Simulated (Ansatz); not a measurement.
**How the smallest direct gap on the k points sampled of Zn₄Te₃S (model structure, P-4m2, No. 115, 8 atoms in the cell) moves with the method**

No measured value is used here.

| level (code) | value (eV) |
|---|---|
| LDA (Ansatz) | 0.95 |
| PBE (Ansatz) | 1.16 |
| PBE+SOC (Ansatz) | 0.91 |
| PBEsol (Ansatz) | 1.06 |
| r²SCAN (Ansatz) | 1.66 |
| r²SCAN+SOC (Ansatz) | 1.41 |
| HSE06 (Ansatz) | 2.12 |

Computed values are for a static lattice. Spin–orbit coupling is included only where a level's name says +SOC; with heavier elements it mostly lowers gaps and can invert bands.  Values are at the PBEsol cell. Cutoffs and k meshes differ between the levels. Ansatz's density-functional and Hartree–Fock values are scalar-relativistic unless marked +SOC, with PAW data made under PBE.

A model structure was made by putting elements into a prototype or built by hand; it is no filed structure, need not be a known phase, and can be a saddle point held by its symmetry.

Ansatz is a quantum-chemistry and plane-wave program.
